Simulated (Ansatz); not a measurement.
Consider CaO in the zinc blende structure (space group F-43m, No. 216; a = 5.244 Å; a hypothetical phase, not in the database extracts checked). Axes: x, y, z lie along the cube axes.

(Cell as relaxed with PBE.)

Levels (all Ansatz, an electronic-structure program, PAW): PBE (420 eV, without spin-orbit coupling); r2SCAN (500 eV, no SOC).

Each level relaxes its own structure.

| base | PBE | r2SCAN |
|---|---|---|
| volume per atom | 18.02 Å³ | 17.71 Å³ |
| lattice parameter a | 5.244 Å | 5.213 Å |
| band gap | 3.27 eV | 3.76 eV |

The change: a pure shear with ε_xy = ε_yx = 0.0097; the atoms relax in the strained cell.

```json
[
 {"quantity": "electron mass", "PBE": "0.43 mₑ (at Γ)", "r2SCAN": "(withheld)"},
 {"quantity": "band gap", "PBE": "3.25 eV", "r2SCAN": "(withheld)"},
 {"quantity": "shift of the gap caused by the change", "PBE": "-0.02 eV", "r2SCAN": "(withheld)"},
 {"quantity": "shortest interatomic distance", "PBE": "2.266 Å", "r2SCAN": "(withheld)"},
 {"quantity": "pressure (mean of the normal stresses, compression positive)", "PBE": "0.00 GPa", "r2SCAN": "(withheld)"}
]
```

**Question.** What does r2SCAN give?

**Answer.** 
- electron mass, r2SCAN: 0.43 mₑ (at Γ)
- band gap, r2SCAN: 3.74 eV
- shift of the gap caused by the change, r2SCAN: -0.02 eV
- shortest interatomic distance, r2SCAN: 2.253 Å
- pressure (mean of the normal stresses, compression positive), r2SCAN: -0.01 GPa

PBE's band gap lies 0.49 eV below r2SCAN's; PBE's shortest interatomic distance lies 0.013 Å above r2SCAN's (0.6 %); the two agree on the electron mass and shift of the gap caused by the change. Neither level is exact; r2SCAN is the comparison here, not a measurement.

Effective masses come from finite differences of ±0.01 Å⁻¹. Stability against distortions was not tested.
